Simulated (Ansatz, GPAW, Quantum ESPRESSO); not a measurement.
# KRhO₃ (Pm-3m, 5 atoms in the cell) computed with different codes at matched settings

Self-consistent single point.

```
KRhO3
1.0
    3.99158     0.00000     0.00000
    0.00000     3.99158     0.00000
    0.00000     0.00000     3.99158
K Rh O
1 1 3
Direct
  0.00000   0.00000   0.00000
  0.50000   0.50000   0.50000
  0.50000   0.50000   0.00000
  0.00000   0.50000   0.50000
  0.50000   0.00000   0.50000
```
Moments meant for the start (each program seeds them in its own way; μB, in the order of the atoms K Rh O O O): 0.0 1.0 0.0 0.0 0.0.

Shared settings, as Ansatz (a program for electronic structure) writes them: kpoints.mp_grid.grid = 9 9 9; scf.occupations.method = fermi_dirac; scf.occupations.width = 0.01 Ry. Potentials and cutoffs stand in the table.

| code | model | pressure (GPa) | size of the net moment (μB/atom) | cutoff |
|---|---|---|---|---|
| GPAW | PBEsol, GPAW PAW datasets PBEsol (made by gpaw-setup) | – | 0.01 | 900 eV |
| Quantum ESPRESSO | PBEsol, SSSP 1.1.2 efficiency (PBE) pseudopotentials | -9.34 | 0.37 | 60 Ry |
| Ansatz | PBEsol, PAW files made with PBE | -9.76 | 0.31 | 30.9 Ry |

A dash marks a value that a program does not give, or that is left out as unsure.

The net moments differ, which can mean other magnetic states; other values may part for that reason too.

On Ansatz's run: with one magnetic atom in the cell only a parallel order is possible.

The spread over the programs that give each value: pressure within 0.42 GPa; size of the net moment within 0.36 μB/atom.

Ansatz's pressure is given at a fixed set of plane waves, as the other plane-wave codes print theirs; with its correction for the finite basis it is -9.36 GPa (the shift of 0.39 GPa shows how far the cutoff is from converged). The pressure of GPAW is left out: its cutoff lies under the one at which its stress was checked.

The starting cell comes from a database of computed structures (which also holds hypothetical and non-ambient phases and stackings), without a prior relaxation at this level.

Keys are those of Ansatz 0.2.
